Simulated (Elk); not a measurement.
# Elk run on MoTe2 (P6_3/mmc, 6 atoms in the cell): self-consistent single point

Level of theory: PBE, all-electron FP-LAPW, Elk's shipped species files, default APW+lo basis run with Elk.

This input was run:

```
tasks
  0

xctype
  20

rmtscf
  0.93

swidth
  0.00183747

maxscl
  100

avec
    3.3225920549   -5.7548982519    0.0000000000
    3.3225920549    5.7548982519    0.0000000000
    0.0000000000    0.0000000000   26.3541961231

atoms
  2
  'Te.in'
  4
  0.3333333333  0.6666666667  0.8790000000    0.0 0.0 0.0
  0.6666666667  0.3333333333  0.3790000000    0.0 0.0 0.0
  0.6666666667  0.3333333333  0.1210000000    0.0 0.0 0.0
  0.3333333333  0.6666666667  0.6210000000    0.0 0.0 0.0
  'Mo.in'
  2
  0.3333333333  0.6666666667  0.2500000000    0.0 0.0 0.0
  0.6666666667  0.3333333333  0.7500000000    0.0 0.0 0.0

ngridk
  6 6 2
```

Log, with long lists cut:

```
│ Elk code version 10.2.4 │

All units are atomic (Hartree, Bohr, etc.)

│ Ground-state run starting from atomic densities │

Lattice vectors :
   3.322592055      -5.754898252       0.000000000
   3.322592055       5.754898252       0.000000000
   0.000000000       0.000000000       26.35419612

Unit cell volume      :    1007.846614
Brillouin zone volume :   0.2461190126

Muffin-tin inner radius fraction :   0.1000000000E-01

Nuclei treated as point charges

Species :    1 (Te)
 parameters loaded from : Te.in
 name : tellurium
 nuclear charge    :   -52.00000000
 electronic charge :    52.00000000
 atomic mass :    232600.5707
 muffin-tin radius :    2.418000000
 number of radial points in muffin-tin :    597
 atomic positions (lattice), magnetic fields (Cartesian) :
   1 :   0.33333333  0.16666667 -0.12100000    0.00000000  0.00000000  0.00000000
   2 :  -0.33333333 -0.16666667  0.37900000    0.00000000  0.00000000  0.00000000
   3 :  -0.33333333 -0.16666667  0.12100000    0.00000000  0.00000000  0.00000000
   4 :   0.33333333  0.16666667 -0.37900000    0.00000000  0.00000000  0.00000000

Species :    2 (Mo)
 parameters loaded from : Mo.in
 name : molybdenum
 nuclear charge    :   -42.00000000
 electronic charge :    42.00000000
 atomic mass :    174887.9212
 muffin-tin radius :    2.418000000
 number of radial points in muffin-tin :    597
 atomic positions (lattice), magnetic fields (Cartesian) :
   1 :   0.33333333  0.16666667  0.25000000    0.00000000  0.00000000  0.00000000
   2 :  -0.33333333 -0.16666667 -0.25000000    0.00000000  0.00000000  0.00000000

Total number of atoms per unit cell :    6

Spin treatment :
 spin-unpolarised

Number of Bravais lattice symmetries :   24
Number of crystal symmetries         :   24
Crystal has inversion symmetry
Real symmetric eigensolver will be used

k-point grid :      6     6     2
k-point offset :    0.000000000       0.000000000       0.000000000
   [... lines left out ...]
Maximum |G| for potential and density :    12.00000000
 potential will be trimmed for |G| > 2 gkmax
Constant for pseudocharge density :    7
Radial integration step length :    4

G-vector grid sizes :     27    27   105
Number of G-vectors :    29381

Maximum angular momentum used for
 APW functions                      :    8
 outer part of muffin-tin           :    6
 inner part of muffin-tin           :    1

Total nuclear charge    :   -292.0000000
Total core charge       :    200.0000000
Total valence charge    :    92.00000000
Total excess charge     :    0.000000000
Total electronic charge :    292.0000000

Effective Wigner radius, rₛ :   0.9375065848

Number of empty states         :   24
Total number of valence states :   70
Total number of core states    :  200

Total number of local-orbitals :   96

Exchange-correlation functional :     20     0     0
 Perdew-Burke-Ernzerhof, Phys. Rev. Lett. 77, 3865 (1996)
 gradient requirement :    1
 generalised gradient approximation (GGA)

Smearing type :    3
 Fermi-Dirac
Smearing width :   0.1837470000E-02
Effective electronic temperature (K) :    580.2271348

Mixing type :    3
 Broyden mixing, J. Phys. A: Math. Gen. 17, L317 (1984)

Kohn-Sham potential initialised from atomic data
│ Self-consistent loop started │
│ Loop number : 1 │
 total energy                :     -35303.2926091
│ Loop number : 2 │
 total energy                :     -35303.6170563
RMS change in Kohn-Sham potential (target) :   0.1591771016     (  0.1000000000E-05)
Absolute change in total energy (target)   :   0.3244471617     (  0.1000000000E-03)
│ Loop number : 3 │
 total energy                :     -35303.2103858
RMS change in Kohn-Sham potential (target) :   0.1581785680     (  0.1000000000E-05)
Absolute change in total energy (target)   :   0.3255586717     (  0.1000000000E-03)
│ Loop number : 4 │
 total energy                :     -35303.4279559
RMS change in Kohn-Sham potential (target) :   0.1217904120     (  0.1000000000E-05)
Absolute change in total energy (target)   :   0.1361804566     (  0.1000000000E-03)
│ Loop number : 5 │
 total energy                :     -35298.1937368
RMS change in Kohn-Sham potential (target) :   0.8804942082E-01 (  0.1000000000E-05)
Absolute change in total energy (target)   :    5.200174042     (  0.1000000000E-03)
   [... lines left out ...]
Absolute change in total energy (target)   :   0.7027015017E-03 (  0.1000000000E-03)
│ Loop number : 14 │
 total energy                :     -35287.3634711
RMS change in Kohn-Sham potential (target) :   0.1014846849E-05 (  0.1000000000E-05)
Absolute change in total energy (target)   :   0.7302616577E-03 (  0.1000000000E-03)
│ Loop number : 15 │
 total energy                :     -35287.3633403
RMS change in Kohn-Sham potential (target) :   0.5267198744E-06 (  0.1000000000E-05)
Absolute change in total energy (target)   :   0.3133241553E-03 (  0.1000000000E-03)
│ Loop number : 16 │
 total energy                :     -35287.3633104
RMS change in Kohn-Sham potential (target) :   0.2471244850E-06 (  0.1000000000E-05)
Absolute change in total energy (target)   :   0.1082668459E-03 (  0.1000000000E-03)
│ Loop number : 17 │
 total energy                :     -35287.3633225
RMS change in Kohn-Sham potential (target) :   0.1603899910E-06 (  0.1000000000E-05)
Absolute change in total energy (target)   :   0.1492904266E-04 (  0.1000000000E-03)
Convergence targets achieved

│ Loop number : 18 │

Energies :
 Fermi                       :     0.307279086062
 sum of eigenvalues          :     -21317.5794421
 electron kinetic            :      37147.1107645
 core electron kinetic       :      36283.3378372
 Coulomb                     :     -71481.3025707
 Coulomb potential           :     -57221.5066165
 nuclear-nuclear             :     -2922.13404569
 electron-nuclear            :     -79896.8304335
 Hartree                     :      11337.6619085
 Madelung                    :     -42870.5492624
 xc potential                :     -1243.18359007
 exchange                    :     -937.592171591
 correlation                 :     -15.5793411010
 electron entropic           :    -0.989038916523E-06
 total energy                :     -35287.3633199

Density of states at Fermi energy :   0.2984624258E-01
 (states/Hartree/unit cell)

Estimated indirect band gap :   0.3001258657E-01
 from k-point      1 to k-point      5
Estimated direct band gap   :   0.3840754574E-01
 at k-point      7

Charges :
 core                        :    200.0000000
 valence                     :    92.00000000
 interstitial                :    14.25915894
 muffin-tins (core leakage)
  species :    1 (Te)
   atom    1                 :    49.46624739     (  0.1116389183E-02)
   atom    2                 :    49.46624739     (  0.1116389183E-02)
   atom    3                 :    49.46624739     (  0.1116389183E-02)
   atom    4                 :    49.46624739     (  0.1116389183E-02)
  species :    2 (Mo)
   atom    1                 :    39.93792576     (  0.1313267664E-05)
   atom    2                 :    39.93792576     (  0.1313267664E-05)
 total in muffin-tins        :    277.7408411
 total calculated charge     :    291.9950943
 total charge                :    292.0000000
 error                       :   0.4905657873E-02

│ Self-consistent loop stopped │
```

The run converged in 18 iterations. The count includes the last loop, which Elk runs after its targets are met.

The starting cell has typed, rounded lattice constants, without a prior relaxation at this level. Its lattice was rescaled by a random factor within 2.5 % of one. Spin-orbit coupling is off. Values depend on the basis (sphere radii, cutoffs, local orbitals), which need not be converged.
